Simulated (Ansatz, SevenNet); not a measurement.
For Ti3Al (P6₃/mmc, No. 194), the machine-learned potential SevenNet-l3i5 (trained on PBE and PBE+U data) gives:

| Quantity | Result |
|---|---|
| lattice constant a | 5.740 Å |
| lattice parameter c | 4.675 Å |

Question: What does r²SCAN+rVV10 in Ansatz (plane waves, PAW) give for the same quantities?

Answer: 
- lattice constant a: 5.735 Å (falls by 0.1 %)
- lattice parameter c: 4.622 Å (drops by 1.1 %)

Changes are worked out from the printed values.

Unless a cell is named, each level is at its own relaxed cell (SevenNet-l3i5 16.67, r²SCAN+rVV10 16.45 Å³/atom).

The crystal itself was run without spin with r²SCAN+rVV10; a magnetic state was not tried in these runs.

Ansatz's density-functional and Hartree–Fock values are scalar-relativistic unless marked +SOC, with PAW data made under PBE.

Ansatz is an electronic-structure program.
